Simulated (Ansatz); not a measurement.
## What a tighter setting buys: kpoints.mp_grid.grid, Tl₃Zn (Pm-3m, 4 atoms in the cell)

```
CELL_PARAMETERS angstrom
      4.80099     0.00000     0.00000
      0.00000     4.80099     0.00000
      0.00000     0.00000     4.80099
ATOMIC_POSITIONS crystal
  Zn 0.00000 0.00000 0.00000
  Tl 0.50000 0.00000 0.50000
  Tl 0.00000 0.50000 0.50000
  Tl 0.50000 0.50000 0.00000
```

Method of the run: LDA (PW92), default PAW files made with PBE (plane waves; Ansatz, a program for electronic structure).

Base settings: basis.ecutwfc = 30.9 Ry; kpoints.mp_grid.grid = 6 6 6; hamiltonian.xc = lda; hamiltonian.pseudopotentials = {kind: paw} (the program's default PAW files); scf.occupations.method = cold; scf.occupations.width = 0.02 Ry.

Misses are taken against the tightest run, 17 17 17, which need not be fully converged itself. The energy is the free energy per atom.

The count of work is k-points × plane waves × bands × iterations; it is no time, and leaves out set-up, grids and terms that scale otherwise. 

The starting cell comes from a database of computed structures (which also holds hypothetical and non-ambient phases and stackings), without a prior relaxation at this level. In the base run, with a pressure of about -4 GPa the cell is away from its equilibrium volume at this level. Ansatz's pressure includes its estimate of the finite-basis (Pulay) stress.

```tsv
kpoints.mp_grid.grid	energy less reference (meV/atom)	pressure less reference (GPa)	count of work / reference
1 1 1	1341.03	13.45	0.0087
2 2 2	100.57	1.72	0.024
3 3 3	-69.65	0.00	0.024
4 4 4	-31.75	-0.13	0.061
5 5 5	-17.61	-0.03	0.061
6 6 6	-7.68	-0.26	0.12
7 7 7	3.81	0.00	0.12
8 8 8	3.53	0.05	0.21
9 9 9	-0.35	0.05	0.21
11 11 11	-2.06	0.03	0.34
14 14 14	-1.38	-0.05	0.73
17 17 17	0.00	0.00	1.0
```

Coarsest setting among those run that, with all tighter ones, holds the energy within 20 meV/atom of the reference: 5 5 5, off by 18 meV/atom; it needs 0.061 of the reference's count of work.

Coarsest setting among those run that, with all tighter ones, holds the energy within 5 meV/atom of the reference: 7 7 7, off by 3.8 meV/atom; it needs 0.12 of the reference's count of work.

Smallest miss in the energy for at most 0.3 times the reference's count of work: 9 9 9, with a miss of 0.35 meV/atom at a count of 0.21.

The step from 3 3 3 to 5 5 5: it takes the miss in the energy from 70 to 18 meV/atom, for 2.5 times the count of work.

Keys are those of Ansatz 0.2.
